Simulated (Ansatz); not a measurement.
**A computed series for hypothetical rutile HfS2: response to strain**

Base system: HfS2 in the rutile structure (space group P4_2/mnm, No. 136; a hypothetical phase, not in the database extracts checked).

```
CELL_PARAMETERS angstrom
      6.02386     0.00000     0.00000
      0.00000     6.02386     0.00000
      0.00000     0.00000     3.65207
ATOMIC_POSITIONS crystal
  Hf 0.00000 0.00000 0.00000
  Hf 0.50000 0.50000 0.50000
  S  0.30105 0.30105 0.00000
  S  0.80105 0.19895 0.50000
  S  0.19895 0.80105 0.50000
  S  0.69895 0.69895 0.00000
```

Cartesian axes are those of the cell as printed.

Strains are applied to the cell and any free atomic positions relax; under biaxial strain the out-of-plane vector relaxes too; under stress the whole cell relaxes.

Computed with PBEsol, PAW, 420 eV (Ansatz, an electronic-structure program; no spin-orbit coupling), earlier PAW set.

| case | band gap | volume per atom | space group |
|---|---|---|---|
| base | 0.26 eV | 22.09 Å³ | P4_2/mnm (No. 136) |
| biaxial strain −1.00 %, plane normal [001], relaxed out of plane | 0.23 eV | 21.85 Å³ | P4_2/mnm (No. 136) |
| biaxial strain −0.94 %, plane normal [001], relaxed out of plane | 0.23 eV | 21.86 Å³ | P4_2/mnm (No. 136) |
| biaxial strain +2.19 %, plane normal [001], relaxed out of plane | 0.33 eV | 22.66 Å³ | P4_2/mnm (No. 136) |
| uniaxial strain ε_yy = −4.53 % | 0.37 eV | 21.09 Å³ | Pnnm (No. 58) |
| uniaxial stress, 3 GPa compression along x | zero | 20.93 Å³ | Pnnm (No. 58) |
| uniaxial stress, 2 GPa compression along z | 0.24 eV | 21.95 Å³ | P4_2/mnm (No. 136) |
| uniaxial stress, 0.5 GPa compression along z | 0.26 eV | 22.05 Å³ | P4_2/mnm (No. 136) |

Spin-orbit coupling, missing from the scalar runs, can matter with Hf. Beyond what the load breaks, stability against distortions was not tested. The final runs are not spin-polarised. Under uniaxial strain ε_yy = −4.53 % the cell ends below the base's energy or with stress of the wrong sign: the atoms slid into a distortion or the cell is elastically unstable, so the base is not a stable minimum at this level. A zero or small gap of HfS2 can be the functional's error rather than a property of the material.
